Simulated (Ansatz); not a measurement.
# PtSe2, response to strain

Take PtSe2 in the CdI2 type structure (space group P-3m1, No. 164; a = 3.735 Å, c = 5.204 Å; layered, stacked along the Cartesian z axis; relaxed with 0.1 eV smearing) as the base. Axes: x lies along a and z along c of the hexagonal cell.

Strains are applied to the cell and any free atomic positions relax; under biaxial strain the out-of-plane vector relaxes too.

All numbers come from r2SCAN+rVV10 in Ansatz (plane waves to 500 eV, PAW, no SOC), earlier PAW set.

Notes on the quantities. pressure: mean of the normal stresses, compression positive.

| variant | band gap | volume per atom | pressure |
|---|---|---|---|
| base | zero | 20.95 Å³ | 0.0 GPa |
| biaxial strain −4.76 %, plane normal [001], relaxed out of plane | 0.73 eV | 21.50 Å³ | ___ |
| biaxial strain −2.91 %, plane normal [001], relaxed out of plane | ___ | 21.41 Å³ | 3.0 GPa |
| isotropic strain −0.49 % | zero | 20.65 Å³ | ___ |

Q: Complete the table.

A: 
- biaxial strain −4.76 %, plane normal [001], relaxed out of plane, pressure: 5.1 GPa
- biaxial strain −2.91 %, plane normal [001], relaxed out of plane, band gap: 0.41 eV
- isotropic strain −0.49 %, pressure: 1.1 GPa

With Pt present, leaving out spin-orbit coupling can change the band edges. Stability against distortions was not tested. All final runs are without spin polarisation. The zero or small gap of PtSe2 can change with the level of theory.

Ansatz is a quantum-chemistry and plane-wave program.
